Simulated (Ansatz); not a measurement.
**NaBH4 (within 0.1 Å of P4₂/nmc, No. 137, 12 atoms in the cell; start mp-1101862)**

These are PBEsol in Ansatz (PAW) values and carry that method's errors.

Settings: plane-wave cutoff 500 eV, 10×10×8 k mesh (along the axes of the cell as run), gaussian smearing 0.02 eV, scalar-relativistic PAW data made under PBE.

Cell (relaxed at this level):

```
CELL_PARAMETERS angstrom
      4.27036     0.00000     0.00000
      0.00000     4.27036     0.00000
      0.00000     0.00000     5.80398
ATOMIC_POSITIONS crystal
  Na 0.50000 0.50000 0.50000
  Na 0.00000 0.00000 0.00000
  B  0.50000 0.50000 0.00000
  B  0.00000 0.00000 0.50000
  H  0.26403 0.50030 0.87867
  H  0.50030 0.73597 0.12133
  H  0.73597 0.49970 0.87867
  H  0.49970 0.26403 0.12133
  H  0.76403 0.99970 0.62133
  H  0.00030 0.76403 0.37867
  H  0.23597 0.00030 0.62133
  H  0.99970 0.23597 0.37867
```

| Item | Result |
|---|---|
| band gap | 6.01 eV (on the SCF k mesh) |

Static lattice: no zero-point or thermal effects.

The result took very roughly 90 core-seconds.

A start named mp-… is a Materials Project structure, which need not be a measured phase.

Ansatz is a quantum-chemistry and plane-wave program.
